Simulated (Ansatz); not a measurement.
The parent structure is MgO in the rock salt structure (space group Fm-3m, No. 225; a = 4.2149 Å). Axes: x, y, z lie along the cube axes.

Now apply this change: biaxial strain −2.45 %, plane normal [001], relaxed out of plane (Cartesian); in-plane vectors clamped, the third vector and the atoms free.

The values are results of PBEsol, PAW, 420 eV (Ansatz, a program for electronic structure; scalar-relativistic without spin-orbit coupling), earlier PAW set, not measurements.

Question: Give the band edges at the high-symmetry points of the new zone, measured from its valence-band maximum.

Answer: 
| point | valence edge (eV) | conduction edge (eV) |
|---|---|---|
| Γ | 0.00 | 4.89 |
| X | -1.38 | 8.81 |
| P | -1.76 | 11.62 |
| N | -0.69 | 7.89 |
| M | -1.33 | 9.23 |
| S | -1.11 | 10.37 |
| S₀ | -1.11 | 10.37 |
| R | -1.97 | 11.20 |
| G | -1.97 | 11.20 |

The gap is 4.89 eV, direct at Γ.

Whether these cells are dynamically stable was not tested. Labels are those of the standard path for the cell's own space group.
